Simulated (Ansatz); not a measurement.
Start from HfS2 in the CdI2 type structure (space group P-3m1, No. 164; layered, stacked along the Cartesian z axis).

```
CELL_PARAMETERS angstrom
      3.60570     0.00000     0.00000
     -1.80285     3.12263     0.00000
      0.00000     0.00000     5.76763
ATOMIC_POSITIONS crystal
  Hf 0.00000 0.00000 0.00000
  S  0.33333 0.66667 0.25252
  S  0.66667 0.33333 0.74748
```

Cartesian axes are those of the cell as printed.

Method: DFT with PBE-D3(BJ), PAW potentials and a 420 eV plane-wave cutoff in Ansatz (a first-principles code), spin-orbit coupling left out.

Before the change:

The shortest interatomic distance comes out as 254.1 pm.

It is then changed as follows: uniaxial strain ε_zz = +0.43 %, all other strain components held at zero; the atoms relax in the strained cell.

Q: Estimate the effect on the stress, energy relative to the base and shortest interatomic distance.

A: The stress (xx, yy, zz, yz, xz, xy; compression positive) comes out as (-0.03, -0.03, -0.17, 0.00, 0.00, 0.00) GPa; the energy hardly moves; the shortest interatomic distance is still 254.1 pm.

Whether these cells are dynamically stable was not tested.
